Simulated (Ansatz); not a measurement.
Take PbTe in the rock salt structure (space group Fm-3m, No. 225) as the base.

```xyz
2
Lattice="0.0000 3.2210 3.2210 3.2210 0.0000 3.2210 3.2210 3.2210 0.0000" Properties=species:S:1:pos:R:3 pbc="T T T"
Te     3.2210     3.2210     3.2210
Pb     0.0000     0.0000     0.0000
```

Calculations: DFT with PBEsol, PAW potentials and a 420 eV plane-wave cutoff in Ansatz (an electronic-structure program), spin-orbit coupling left out.

Base values:

- Width of the top valence band: 2.86 eV
- Electron mass: 0.26 mₑ along k, 0.098 mₑ across (at L)
- Gap character: direct at L
- Band gap: 0.65 eV

It is then changed as follows: the cell is scaled by 1.0050 in all directions, atoms relaxed at fixed cell.

Q: How does this affect the width of the top valence band?

A: The width of the top valence band shrinks by 0.09 eV (2.86 eV → 2.77 eV).

Q: Predict the new electron mass.

A: The electron mass changes from 0.26 mₑ along k, 0.098 mₑ across (at L) to 0.27 mₑ along k, 0.099 mₑ across (at L).

Q: What happens to the gap character?

A: The gap character remains direct at L.

Q: How does this affect the band gap?

A: The band gap grows by 0.03 eV (0.65 eV → 0.68 eV).

With Pb and Te present, leaving out spin-orbit coupling can change the band edges. The cells carry an imposed strain or load. Effective masses come from finite differences of ±0.01 Å⁻¹. Along k means along the line from Γ to the band edge. No phonon test of stability was made.
